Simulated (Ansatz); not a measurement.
Results of PBE+SOC (Ansatz, an electronic-structure program, PAW) for cubic perovskite CsPbBr₃ (cubic high-temperature phase).

Settings: plane-wave cutoff 520 eV, 6×6×6 k mesh, Fermi–Dirac smearing 0.01 eV, PAW data made under PBE.

The cell has the measured lattice: a = b = c = 5.874 Å, α = β = γ = 90.00°.

Problem. What does this level give for the band gap and direct gap at Γ?

Solution. 
- band gap: 0.32 eV (direct)
- direct gap at Γ: 4.89 eV

Note: held by symmetry at 0 K, a high-temperature phase can be a saddle point; cell and atoms aren't relaxed at this level (pressure 1.3 GPa).

Static lattice: no zero-point or thermal effects.

The result took very roughly 4 core-minutes.
